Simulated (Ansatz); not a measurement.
The starting structures come from a database of crystals and need not be the phases stable at ambient conditions.

 Where the default PAW files enter, the runs use the earlier of Ansatz's two default sets.

Here is the system:

```xyz
24
Lattice="5.0377 0.0000 0.0000 0.0000 5.2024 0.0000 0.0000 0.0000 9.9722" Properties=species:S:1:pos:R:3 pbc="T T T"
Hf     1.2372     2.4186     1.1510
Hf     3.8005     2.7838     8.8212
Hf     1.2817     5.0198     8.8212
Hf     3.7561     0.1826     1.1510
Hf     3.7561     2.7838     3.8351
Hf     1.2817     2.4186     6.1371
Hf     3.8005     0.1826     6.1371
Hf     1.2372     5.0198     3.8351
O      0.0123     1.3595     4.7581
O      5.0255     3.8428     5.2140
O      2.5066     3.9607     5.2140
O      2.5312     1.2417     4.7581
O      2.5312     3.8428     0.2280
O      2.5066     1.3595     9.7442
O      5.0255     1.2417     9.7442
O      0.0123     3.9607     0.2280
O      1.8851     3.2592     2.8865
O      3.1526     1.9431     7.0856
O      0.6337     0.6580     7.0856
O      4.4040     4.5443     2.8865
O      4.4040     1.9431     2.0995
O      0.6337     3.2592     7.8726
O      3.1526     4.5443     7.8726
O      1.8851     0.6580     2.0995
```

Space group of this cell: Pbca. The cell is taken as given; by LDA its mean pressure is -4.9 GPa.

Transport runs along the normal of the first two printed cell vectors.

The gap is the functional's own. No spin-orbit coupling. Mid-gap values are interpolated on the energy grid.

Task: Estimate the band gap and the smallest decay constant κ at mid-gap that LDA run with Ansatz (a quantum-chemistry and plane-wave program) returns for this system.

Result: Gap 4.15 eV on a 6×6×4 mesh; κ = 0.355 1/Å, at the zone centre.
